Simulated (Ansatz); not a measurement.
An Ansatz (a quantum-chemistry and plane-wave program) input (DFT with r2SCAN, PAW potentials and a 500 eV plane-wave cutoff in Ansatz, no spin-orbit coupling):

Ansatz 0.2 input:
```yaml
crystal:
  lattice:
    - [-0.0956539735, 3.3072485234, 3.2481049613]
    - [3.3184824961, -0.10820959, 3.2606605778]
    - [3.3077441399, 3.3090657837, -0.0974712338]
  atoms:
    - { symbol: Br, position: [0, 0, 0] }
    - { symbol: K, position: [0.5, 0.5, 0.5] }
basis: { ecutwfc: 500, ecutrho_ratio: 4, xc_grid: 4, fft_grid_basis: typed }
kpoints: { mp_grid: { grid: [9, 9, 9] } }
hamiltonian:
  xc: r2scan
  dispersion: none
  pseudopotentials: { kind: paw }
scf: { occupations: { method: fermi_dirac, width: 0.05 }, convergence: { dr2_threshold: 0.0000000002 } }
relax: { f_tol: 0.005, max_steps: 50 }
output: { forces: true, stress: true }
checkpoint: { write: state.ck, write_every: 1000 }
```

Problem. Which symmetry and how many k-points will the program report, and about how many plane waves at Γ?

Solution. Space group P-1 (ITA 2) with 2 operations, k-points 365 of 729, and 1897 plane waves at Γ.

Problem. And the final pressure?

Solution. -0.48 GPa (compression positive).

The cells carry an imposed strain or load. Whether these cells are dynamically stable was not tested. The cell was made from KBr in the rock salt structure (space group Fm-3m, No. 225) by this change: strain tensor (xx, yy, zz, yz, xz, xy) = (+1.72, +1.76, −0.03, −1.67, −1.29, −1.61) %.
